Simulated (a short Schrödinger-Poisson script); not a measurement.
From a short Schrödinger-Poisson script (our own, NumPy): one-band effective-mass equation with BenDaniel-Duke matching, electrons, heavy and light holes apart, hard walls at the outer ends, one valence edge for both holes (no strain splitting), no charge, excitons, band mixing or non-parabolicity; under a field the levels are quasi-bound states of a box, listed while three quarters of their weight lies within 4 nm of the wells.

Stack: single In0.3Ga0.7As/GaAs quantum well.

From the first side: 20 nm GaAs; 3 nm In0.3Ga0.7As; 20 nm GaAs.

Constants are typed, rounded textbook-type inputs, not results; the design itself was drawn at random and stands for no fabricated device. In0.3Ga0.7As: direct gap (eV) 1.124, conduction-band edge (eV) 0, electron mass (mₑ) 0.055, heavy-hole mass 0.37, light-hole mass 0.08. GaAs: direct gap (eV) 1.424, conduction-band edge (eV) 0.195, electron mass (mₑ) 0.067, heavy-hole mass 0.377, light-hole mass 0.09.

The valence-band edge of each layer lies one gap below its conduction-band edge. The electron's potential energy rises along the stack by the applied field. Mesh 0.03 nm at interfaces.

Task: Give the e1 above the well's band edge (meV); the hh1 − lh1 (meV); the squared e1-hh1 overlap at zero applied field.

Result: e1 above the well's band edge (meV): 120; hh1 − lh1 (meV): 32.5; squared e1-hh1 overlap at zero applied field: 0.89. Excitons are left out, and strain enters only through the typed gaps and offsets, so measured lines lie elsewhere.
